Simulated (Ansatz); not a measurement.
**A computed series for WSi2: pressure series**

Base system: WSi₂ (space group I4/mmm, No. 139; a = 3.2292 Å, c = 7.8672 Å).

Cell and atoms are relaxed at each pressure.

All numbers come from Kohn–Sham DFT with the PBE functional, run in Ansatz (a first-principles code) with PAW and 420 eV plane waves, no SOC.

Notes on the quantities. enthalpy: H = E + PV relative to the base's energy.

```csv
change,density,enthalpy,shortest interatomic distance
base,9.72 g/cm³,–,2.603 Å
pressure −2 GPa,9.63 g/cm³,-0.17 eV/atom,2.607 Å
pressure −1 GPa,9.67 g/cm³,-0.09 eV/atom,2.605 Å
pressure 0.9 GPa,9.76 g/cm³,+0.08 eV/atom,2.600 Å
pressure 2.1 GPa,9.81 g/cm³,+0.18 eV/atom,2.598 Å
pressure 4.5 GPa,9.91 g/cm³,+0.38 eV/atom,2.593 Å
pressure 9 GPa,10.09 g/cm³,+0.75 eV/atom,2.584 Å
pressure 15 GPa,___,+1.24 eV/atom,___
pressure 22.5 GPa,10.59 g/cm³,+1.84 eV/atom,2.557 Å
pressure 30 GPa,10.83 g/cm³,+2.42 eV/atom,2.534 Å
```

Problem. Fill in the withheld entries from the trend.

Solution. 
- pressure 15 GPa, density: 10.32 g/cm³
- pressure 15 GPa, shortest interatomic distance: 2.573 Å

Load acts through the strain it causes; cell and atoms are relaxed under it. No phonon test of stability was made. No other phases were tried under pressure. The final runs are not spin-polarised.
